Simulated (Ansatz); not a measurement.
**RbBr: band gap against strain**

RbBr (rock salt, Fm-3m, 43.201 Å³/atom at rest, cube axes along x, y and z) under an equal strain ε along all three axes. PBE in Ansatz, a plane-wave DFT program (PAW, default set), 420 eV, 8×8×8 Γ-centred mesh, Fermi-Dirac smearing 0.05 eV; ions are relaxed within the symmetry of each cell. Gaps are the smallest over the k-mesh and a band path, without spin-orbit coupling; in all rows the valence edge lies at Γ and the conduction edge at Γ.

Here s stands for strain and Eg for gap.

```
strain (%)  gap (eV)
----------  --------
-1.50          4.301
-1.00          4.263
-0.50          4.226
0.00           4.191
0.50           4.155
1.00           4.121
1.50           4.087
3.00               ?
```

Fit Eg of the 7 rows that show it with a straight line. Means: s 0, Eg 4.1920. About the means, the sum of products is -0.49850 and the sum of squares of s is 7.0000; the slope is their ratio. Least squares gives Eg = 4.1920 - 0.07121·s. Residuals (row less fit): 0.0022, -0.0002, -0.0016, -0.0010, -0.0014, 0.0002, 0.0018; standard error 0.0017 (degrees of freedom: 5). Over these rows the gap moves by -7.1 ± 0.06 eV per unit strain, or -2.4 eV per unit of ln V.

Question: Estimate the missing Eg (s = 3.00); what did the run itself give?

Answer: Eg = 4.1920 - 0.07121 × 3.0 = 3.9784 eV. The calculation gives 3.990 eV, 0.0116 eV above the prediction (3.7 % of the range of Eg in the table). The row lies outside the fitted rows, so this is an extrapolation. From the scatter of the fitted rows alone, a prediction at this place has a standard error of 0.0026 eV, so the miss is 4.5 times that.

One order more, fitted to all 13 runs of the series, follows each within 0.001, so the miss is the next term of a smooth law. Other structures, which can take over under pressure, weren't tried. Spin-orbit coupling is left out, which can shift this property for RbBr. Rows are the converged runs of the series near zero and its far end; series whose fitted rows scatter by over a few per cent of the range, as at a crossing or softening among them, aren't shown in this form. Most that stay on the fit to the last digits aren't either.
